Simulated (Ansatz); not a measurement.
Electronic density of states of amorphous silicon carbide (Si24C40), density 2.77 g/cm³, on a 2×2×2 Γ-centred mesh with a Gaussian width of 0.1 eV; energies count from the Fermi level. Cell and mesh are small, so fine structure isn't converged. Computed with PBE, scalar-relativistic without spin-orbit coupling (plane waves to 420 eV, PAW; Ansatz, an electronic-structure program). Sampling: a 2×2×2 Γ-centred mesh; Fermi-Dirac width 0.05 eV; no spin polarisation. At PBE the levels at the empty edge of the gap are localised (band-tail or defect states), and the nearest spread-out levels lie 0.9 eV apart at the zone centre. The levels at the Fermi energy are partly filled. A closed spacing in one fast-quenched cell at PBE doesn't show the material to be a metal.

The cell was made by melting and quenching with the CHGNet potential and then relaxed with DFT. The hot cell started wider than the set density and was brought back towards it in steps. It is the lowest in DFT energy of 2 quenches. It is a model cell: composition and starting density were chosen by hand, and all elements were melted together. No dispersion term was used. A short ab initio anneal came between quench and relaxation. Its density started from a set value of 2.77 and ended at 2.77 g/cm³. Cooling (nominally 430 K/ps over its main leg) ran many orders faster than in experiment, which tends to leave more defects and strain. A cell of this size samples the disorder only roughly. The volume was held where the preparation left it and the shape relaxed, at a PBE pressure of -0.3 GPa (tension). Stress components on the final sampling reach 0.5 GPa. On a 2×2×2 Γ-centred mesh force components of up to 0.17 eV/Å stay, since the relaxation ran on one k-point at (1/4, 1/4, 1/4).

```tsv
E - EF (eV)	states/(eV atom)
-12.00	0.11
-11.90	0.11
-11.80	0.16
-11.70	0.15
-11.60	0.09
-11.50	0.08
-11.40	0.09
-11.30	0.10
-11.20	0.12
-11.10	0.11
-11.00	0.10
-10.90	0.12
-10.80	0.15
-10.70	0.17
-10.60	0.18
-10.50	0.17
-10.40	0.14
-10.30	0.14
-10.20	0.16
-10.10	0.20
-10.00	0.20
-9.90	0.19
-9.80	0.21
-9.70	0.23
-9.60	0.20
-9.50	0.20
-9.40	0.21
-9.30	0.21
-9.20	0.21
-9.10	0.23
-9.00	0.24
-8.90	0.29
-8.80	0.26
-8.70	0.18
-8.60	0.26
-8.50	0.25
-8.40	0.22
-8.30	0.26
-8.20	0.30
-8.10	0.31
-8.00	0.26
-7.90	0.25
-7.80	0.27
-7.70	0.27
-7.60	0.24
-7.50	0.23
-7.40	0.26
-7.30	0.31
-7.20	0.27
-7.10	0.27
-7.00	0.32
-6.90	0.28
-6.80	0.23
-6.70	0.25
-6.60	0.29
-6.50	0.28
-6.40	0.33
-6.30	0.32
-6.20	0.29
-6.10	0.31
-6.00	0.35
-5.90	0.32
-5.80	0.32
-5.70	0.35
-5.60	0.30
-5.50	0.30
-5.40	0.39
-5.30	0.38
-5.20	0.34
-5.10	0.39
-5.00	0.36
-4.90	0.34
-4.80	0.38
-4.70	0.38
-4.60	0.39
-4.50	0.41
-4.40	0.44
-4.30	0.41
-4.20	0.36
-4.10	0.39
-4.00	0.40
-3.90	0.39
-3.80	0.33
-3.70	0.32
-3.60	0.38
-3.50	0.39
-3.40	0.36
-3.30	0.41
-3.20	0.43
-3.10	0.38
-3.00	0.32
-2.90	0.34
-2.80	0.34
-2.70	0.38
-2.60	0.37
-2.50	0.36
-2.40	0.39
-2.30	0.36
-2.20	0.33
-2.10	0.31
-2.00	0.35
-1.90	0.34
-1.80	0.32
-1.70	0.25
-1.60	0.26
-1.50	0.22
-1.40	0.21
-1.30	0.22
-1.20	0.21
-1.10	0.19
-1.00	0.17
-0.90	0.13
-0.80	0.11
-0.70	0.13
-0.60	0.20
-0.50	0.20
-0.40	0.18
-0.30	0.16
-0.20	0.11
-0.10	0.09
0.00	0.10
0.10	0.10
0.20	0.11
0.30	0.06
0.40	0.09
0.50	0.15
0.60	0.17
0.70	0.17
0.80	0.18
0.90	0.18
1.00	0.18
1.10	0.15
1.20	0.15
1.30	0.19
1.40	0.20
1.50	0.22
1.60	0.25
1.70	0.22
1.80	0.24
1.90	0.22
2.00	0.18
2.10	0.22
2.20	0.22
2.30	0.21
2.40	0.23
2.50	0.25
2.60	0.27
2.70	0.26
2.80	0.31
2.90	0.32
3.00	0.33
3.10	0.36
```
